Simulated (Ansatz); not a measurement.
Base system: YN in the rock salt structure (space group Fm-3m, No. 225; a = 4.856 Å).

Now apply this change: a hydrostatic pressure of 3 GPa.

Levels (all Ansatz, a first-principles code, PAW): PBEsol (420 eV, no spin-orbit coupling); r2SCAN (500 eV, scalar-relativistic without spin-orbit coupling); HSE06 (420 eV, no spin-orbit coupling).

One geometry, relaxed with PBEsol, under each level:

Notes on the quantities. hole mass: degenerate bands, along [100].

```tsv
level	band gap	electron mass	hole mass	pressure
PBEsol	zero	–	–	3.0 GPa
r2SCAN	0.51 eV	1.3 mₑ along k, 0.13 mₑ across (at X)	0.17, 1.1, 1.1 mₑ (at Γ)	7.6 GPa
HSE06	1.02 eV	–	–	–
```

Single points use the geometry relaxed with PBEsol. Their cutoffs differ, which shifts pressures a little. HSE06 gaps are upper bounds (no full band path). Load acts through the strain it causes; cell and atoms are relaxed under it. Masses are band curvatures over ±0.01 Å⁻¹ around the edge. Along k means along the line from Γ to the band edge. Stability against distortions was not tested. The final runs are not spin-polarised. Gaps under 0.05 eV, about the width of the smearing, are given as zero. A zero or small gap of YN can be the functional's error rather than a property of the material.
